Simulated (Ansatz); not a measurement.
For A15 Nb3Sn (cubic form, which distorts at low temperature), PBEsol+SOC in Ansatz (PAW) gives:

lattice parameter a: 5.258 Å
bulk modulus: 176 GPa

### Question
What does r²SCAN+rVV10 (plane waves, PAW; Ansatz, a first-principles code) give for the same quantities?

### Answer

- lattice constant a: 5.289 Å (goes up by 0.6 %)
- bulk modulus: 174 GPa (is nearly the same)

For comparison: lattice constant a 5.289 Å (measured, temperature not stated, not corrected to a static lattice; as tabulated in Priinits et al. (2024), arXiv:2406.00817); bulk modulus 165 GPa (measured, 4 K, zero-point motion not removed; as tabulated in Lu and Klein (1997), arXiv:cond-mat/9704251).

Changes are worked out from the printed values.

Unless a cell is named, each level is at its own relaxed cell (PBEsol+SOC 18.17, r²SCAN+rVV10 18.50 Å³/atom).

Caveats: symmetry holds this phase in the static calculation, where it need not be a minimum (PBEsol+SOC, r²SCAN+rVV10). Ansatz's density-functional and Hartree–Fock values are scalar-relativistic unless marked +SOC, with PAW data made under PBE.
